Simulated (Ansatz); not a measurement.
Output of an Ansatz run (abridged):

```
WARN the atoms were moved onto the symmetric positions of the space group found under crystal.symmetry.tolerance 1.0e-5 (fractional …
WARN ansatz: RAYON_NUM_THREADS=1 ignored (pool sized by the plan → 1); use --threads N
Pseudopotentials: kind: paw
Pseudopotential: Tl, paw, valence charge 13
Crystal: 2 atoms, lattice volume = 56.716 Å³
Basis set: ecut = 420 eV, 1099 PW (Γ), exchange–correlation on 48×48×80 points (8 copies of the dense FFT grid, shifted against one another)
Bands: 17, of which v1, the nominal top of the filled ones, is band 13 counted from 1 (12 counted from 0)
Symmetry: 24 space group operations
Space group: P63/mmc (ITA 194), of the structure as read, at distance tolerance 3.8e-5 Å
k-points: 64 of 726
Initial density: superposition of atomic densities (neutral atoms: chi_scale 0, normalization atom), corrected by the library's trained network
Initial wavefunctions: pseudopotential atomic-orbital guess
Eigensolver: davidson
Functional: x = pbe(κ = 0.804, μ = 0.2195149727645171), c = pbe(β = 0.06672455060314922)
SCF iter   1: F=—  HF=-22888.252763 eV  |F-HF|=—  |Δ(HF+E_count)|=         —  Δρ=6.38e-4  dr2=2.76e-4  ethr=1.77e-3  ⟨swp⟩=5.8  Hψ=5384  notcnv=0
all-band conjugate gradients solve this SCF's bands
preconditioner: auto → Kerker (q_TF=auto, 2.396 Å⁻¹)
SCF iter   2: F=—  HF=-22888.250994 eV  |F-HF|=—  |Δ(HF+E_count)|=   1.77e-3  Δρ=4.16e-4  dr2=1.23e-4  ethr=1.06e-6  ⟨swp⟩=2.1  Hψ=2233  notcnv=0
SCF iter   3: F=—  HF=-22888.251023 eV  |F-HF|=—  |Δ(HF+E_count)|=   2.92e-5  Δρ=1.40e-4  dr2=1.57e-5  ethr=4.74e-7  ⟨swp⟩=2.0  Hψ=1209  notcnv=0
SCF iter   4: F=—  HF=-22888.251023 eV  |F-HF|=—  |Δ(HF+E_count)|=   1.60e-7  Δρ=5.23e-5  dr2=8.12e-7  ethr=6.05e-8  ⟨swp⟩=3.0  Hψ=1915  notcnv=0
iter 5 did not close the SCF: its close was put off for the readings that it lacked (scf_convergence_deferred on its scf_iter line)
SCF iter   5: F=-22888.251023 eV  HF=-22888.251024 eV  |F-HF|=5.49e-8  |Δ(HF+E_count)|=   8.06e-7  Δρ=1.41e-5  dr2=8.73e-8  ethr=3.12e-9  ⟨swp⟩=2.0  Hψ=1907  notcnv=0
SCF iter   6: F=-22888.251024 eV  HF=-22888.251024 eV  |F-HF|=1.08e-8  |Δ(HF+E_count)|=   1.46e-8  Δρ=5.48e-6  dr2=1.38e-8  ethr=3.36e-10  ⟨swp⟩=3.0  Hψ=4341  notcnv=0
SCF 1 converged in 6 iterations: F = -22888.251024 eV  dr2 = 1.38e-8
SCF converged after 6 iterations
Free energy (F): -22888.251024 eV
Harris-Foulkes:  -22888.251024 eV  (|F-HF|=1.08e-8)
Internal energy: -22888.244197 eV  (E = F + TS)
E sigma→0 (E₀):  -22888.247610 eV
Entropy (-TS):   -0.006827 eV (-3.413 meV/atom)
Fermi energy:    10.506954 eV
--- Per-component energies (eV) ---
  E_band       = 18.966985
  E_kinetic    = 668.033449
  E_local      = -1738.475990  (includes V_loc(G=0)·N_el)
  E_nonlocal   = 634.278447
  E_hartree    = 642.711218
  E_xc         = -462.029754
  E_vxc        = -285.058385  (∫ρ·V_xc dr)
  E_paw        = -20328.147065  (= ΣΔE_a)
  E_vpaw       = -545.227556  (= ΣTr[D̂ρ^β])
  E_aug_tail   = 0.000067  (compensation charges beyond the density's cutoff)
  E_ewald      = -2304.614569
  E_smearing   = -0.006827  (= −TS)
  E_closure    = -0.000000  (closes the sum)
  Σ components = -22888.251024   (vs F -22888.251024, Δ=0.00e0)
--- Forces (eV/Å), atoms counted from 1 ---
  atom   1  Tl     0.00000000    -0.00000000     0.00000000
  atom   2  Tl     0.00000000     0.00000000     0.00000000
  max |Σ_I F_I| component: 2.31e-18 eV/Å
--- Stress (GPa, compression-positive) ---
        3.410999       0.000000       0.000000
        0.000000       3.410999       0.000000
        0.000000       0.000000       3.791012
  P = ⅓ Tr σ = 3.5377 GPa (35.377 kbar)
  The stress holds the Pulay correction. Without it, at fixed plane waves, as pw.x and ABINIT print it: P = 3.4909 GPa
--- Band table (eV; the first three rows and the last of 64) ---
  k-point 0: bands = ["-1.2989", "-1.0606", "-1.0445", "-1.0445", "-0.9893", "-0.9893", "-0.9267", "-0.9267", "-0.5799", "-0.5799", "0.4388", "5.4587", "7.6701", "18.5454", "18.5454", "20.6454", "20.6454"]
  k-point 1: bands = ["-1.2786", "-1.0699", "-1.0699", "-1.0665", "-1.0057", "-1.0057", "-0.8742", "-0.8742", "-0.5902", "-0.5902", "0.5932", "4.4299", "9.0032", "18.6682", "18.6682", "19.7465", "20.4989"]
  k-point 2: bands = ["-1.2245", "-1.0962", "-1.0895", "-1.0895", "-1.0433", "-1.0433", "-0.7807", "-0.7807", "-0.6259", "-0.6259", "1.0727", "3.0362", "11.3065", "16.8261", "19.0187", "19.0187", "20.0873"]
  k-point 63: bands = ["-1.2272", "-1.2272", "-1.0042", "-1.0042", "-0.9072", "-0.9072", "-0.7816", "-0.7816", "-0.5645", "-0.5645", "6.3776", "6.3776", "9.3807", "9.3807", "11.2042", "11.2042", "18.1467"]
```

The structure:

```
CELL_PARAMETERS angstrom
      1.72481    -2.98746     0.00000
      1.72481     2.98746     0.00000
      0.00000     0.00000     5.50344
ATOMIC_POSITIONS crystal
  Tl 0.33333 0.66667 0.25000
  Tl 0.66667 0.33333 0.75000
```

Problem. Write an input that gives this output.

Solution. Other spellings and defaults could give the same log, and not every line can be read from it. The input that was run (DFT, PBE, plane waves, default PAW files):

Ansatz 0.2 input:
```yaml
# Tl
crystal:
  lattice:
    - [1.724810, -2.987459, 0.000000]
    - [1.724810, 2.987459, 0.000000]
    - [0.000000, 0.000000, 5.503440]
  atoms:
    - { symbol: Tl, position: [0.333333, 0.666667, 0.250000] }
    - { symbol: Tl, position: [0.666667, 0.333333, 0.750000] }
basis:
  ecutwfc: 420.0
kpoints:
  mp_grid: { grid: [11, 11, 6] }
hamiltonian:
  xc: pbe
  pseudopotentials: { kind: paw }
scf:
  occupations: { method: gaussian, width: 0.1 }
output:
  forces: true
  eigenvalues: true
  stress: true
```

The starting cell has typed, rounded lattice constants, without a prior relaxation at this level. Its lattice was rescaled by up to half a per cent. Spin-orbit coupling is off. With a pressure of about 4 GPa the cell is away from its equilibrium volume at this level. Ansatz's pressure includes its estimate of the finite-basis (Pulay) stress.

Ansatz is an electronic-structure program.
